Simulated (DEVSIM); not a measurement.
**illuminated Si n-on-p cell, one wavelength, with a back-surface field**

Device: illuminated Si n-on-p cell, one wavelength, with a back-surface field, at 300 K.

| layer (left to right) | material | thickness (μm) | Nd (cm⁻³) | Na (cm⁻³) | τn (s) | τp (s) | absorption coefficient (cm⁻¹) |
|---|---|---|---|---|---|---|---|
| 1 | Si | 0.420 | 2.1e18 | - | 2.3e-7 | 7.8e-7 | 9200 |
| 2 | Si | 30.0 | - | 8.1e15 | 4.1e-6 | 4.1e-6 | 9200 |
| 3 | Si | 0.110 | - | 1.3e18 | 4.1e-6 | 4.1e-6 | 9200 |

Left contact: ohmic, minority hole recombination velocity 70000 cm/s. Right contact: ohmic, minority electron recombination velocity 30000 cm/s. Voltage is applied to the left contact. Recombination: SRH at mid-gap, radiative, Auger. Light enters at the left, 3.8e16 photons cm⁻² s⁻¹, one pass, no reflection. Mobility is μmin + (μ − μmin)/(1 + (N/Nref)^α).

This is a model device: material constants are rounded textbook-type values typed into the input, and sizes, dopings and lifetimes were drawn at random. Values at 300 K.

| parameter | Si |
|---|---|
| gap (eV) | 1.124 |
| affinity (eV) | 4.05 |
| permittivity | 11.7 |
| Nc (cm⁻³) | 2.86e19 |
| Nv (cm⁻³) | 3.1e19 |
| μn (cm²/Vs) | 1417 |
| μp (cm²/Vs) | 470 |
| μn,min | 52 |
| μp,min | 45 |
| Nref,n | 9.7e16 |
| Nref,p | 2.2e17 |
| αn | 0.68 |
| αp | 0.72 |
| B (cm³/s) | 4.7e-15 |
| Cn (cm⁶/s) | 2.8e-31 |
| Cp (cm⁶/s) | 9.9e-32 |

DEVSIM, 1D drift-diffusion, Boltzmann statistics, complete ionisation; no tunnelling, impact ionisation, image-force lowering or self-heating.

The potential step across the device at zero bias is 0.974 V and the dark forward voltage at 1 A/cm² comes out as 0.707 V. The dark forward voltage at 100 A/cm² is 0.850 V. The short-circuit current is 5.57 mA/cm², the open-circuit voltage is 0.558 V and the fill factor comes out as 0.82. The largest power is 2.54 mW/cm² and the share of generated pairs collected at short circuit comes out as 0.914.

Current under light (generator sign):

```
V (V)  J (mA/cm²)
-----  ----------
0.00         5.57
0.08         5.57
0.16         5.57
0.24         5.57
0.32         5.56
0.40         5.55
0.42         5.53
0.44         5.50
0.46         5.43
0.48         5.28
0.50         4.96
0.52         4.27
0.54         2.78
0.56       -0.419
```

Dark forward current:

| V (V) | J (A/cm²) |
|---|---|
| -0.05 | -1.2e-9 |
| -0.10 | -4.2e-9 |
| -0.15 | -1.3e-8 |
| -0.20 | -4.0e-8 |
| -0.25 | -1.3e-7 |
| -0.30 | -5.3e-7 |
| -0.35 | -2.6e-6 |
| -0.40 | -1.4e-5 |
| -0.45 | -9.1e-5 |
| -0.50 | -0.00060 |
| -0.55 | -0.0041 |
| -0.60 | -0.027 |
| -0.65 | -0.17 |
| -0.70 | -0.81 |
| -0.75 | -3.8 |
| -0.80 | -19 |
| -0.85 | -99 |
| -0.90 | -440 |
| -0.95 | -1500 |
| -1.00 | -4000 |
